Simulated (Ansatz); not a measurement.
Seebeck coefficient (μV/K, mean over directions) of n-type BP (F-43m) against carrier density, Ansatz (a program for electronic structure) with HSE06, rigid bands. Computed gap 1.95 eV; densities at which minority carriers matter at this gap, or further valleys turn the trend, are left out. Conductivity mass 0.32 mₑ (harmonic mean over directions), N_c = 3.7e19 cm⁻³ at 300 K.

```csv
electron density,300 K,500 K
1e16 cm⁻³,(withheld),-991
1e17 cm⁻³,-726,-792
1e18 cm⁻³,(withheld),-594
3e18 cm⁻³,-434,-499
1e19 cm⁻³,-331,-396
3e19 cm⁻³,-241,-304
1e20 cm⁻³,-150,(withheld)
3e20 cm⁻³,-83,-127
1e21 cm⁻³,-38,-64
```

Problem. Complete the blanks.

Solution. 
- 1e16 cm⁻³, 300 K: -924
- 1e18 cm⁻³, 300 K: -528
- 1e20 cm⁻³, 500 K: -206

Rigid bands with a gap fixed in temperature, one relaxation time for all states, no polarons or phonon drag, and whether or not such doping can be reached. Spin-orbit coupling is left out. Geometry: cell and atoms relaxed with PBEsol.
